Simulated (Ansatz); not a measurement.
System: CsCl-type CoGa. Method: PBEsol (Ansatz, an electronic-structure program, PAW).

Settings: plane-wave cutoff 500 eV, 20×20×20 k mesh, Fermi–Dirac smearing 0.1 eV, no spin polarisation, scalar-relativistic PAW data made under PBE.

Computed at the level's own relaxed cell.

Estimate the equilibrium volume per atom and equilibrium lattice constant a that the calculation returns.


equilibrium volume per atom: 11.46 Å³/atom
equilibrium lattice constant a: 2.841 Å

Measured, for comparison: lattice constant a 2.878 Å (temperature not stated, copied from a table, unchecked, not corrected to a static lattice; as tabulated in Monatshefte fuer Chemie und verwandte Teile anderer Wissenschaften 123, 509 (1992)). Computed (rounded) less measured: lattice constant a not scored (unchecked). A static lattice is as a rule a little smaller and stiffer than an uncorrected measurement, which narrows the difference in the lattice constant a and would widen misses of the other sign.

Static lattice: no zero-point or thermal effects.

It cost about 60 core-seconds (a rough figure) of CPU time.
